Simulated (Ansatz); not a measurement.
## Ba₃N (P6₃/mcm, No. 193, 8 atoms in the cell; start mp-10736)

Level of theory: LDA in Ansatz (PAW).

Settings: plane-wave cutoff 520 eV, 12×12×8 k mesh (along the axes of the cell as run), Fermi–Dirac smearing 0.05 eV, scalar-relativistic PAW data made under PBE.

Cell (relaxed at this level):

```xyz
8
Lattice="7.3973 0.0000 0.0000 -3.6987 6.4063 0.0000 0.0000 0.0000 6.7987" Properties=species:S:1:pos:R:3 pbc="T T T"
Ba    -2.6844     4.6496     5.0990
Ba    -1.0142     1.7567     1.6997
Ba     2.0284     0.0000     1.6997
Ba     5.3689     0.0000     5.0990
Ba     1.0142     1.7567     5.0990
Ba     2.6844     4.6496     1.6997
N      0.0000     0.0000     3.3993
N      0.0000     0.0000     0.0000
```

```
Property           Result
---------------  --------
band gap             none
bulk modulus B0  13.1 GPa
```

Note: the relaxation could not lower the start's symmetry, so the cell can be a saddle point above a distorted one; the bulk modulus is −V dP/dV from two relaxed cells at ±2 % in volume.

Spin–orbit coupling is not included; it can open a gap where bands touch, and shift volumes and moduli.

It cost very roughly 17 core-minutes of CPU time.

A start named mp-… is a Materials Project structure, which need not be a measured phase.

Ansatz is a first-principles code.
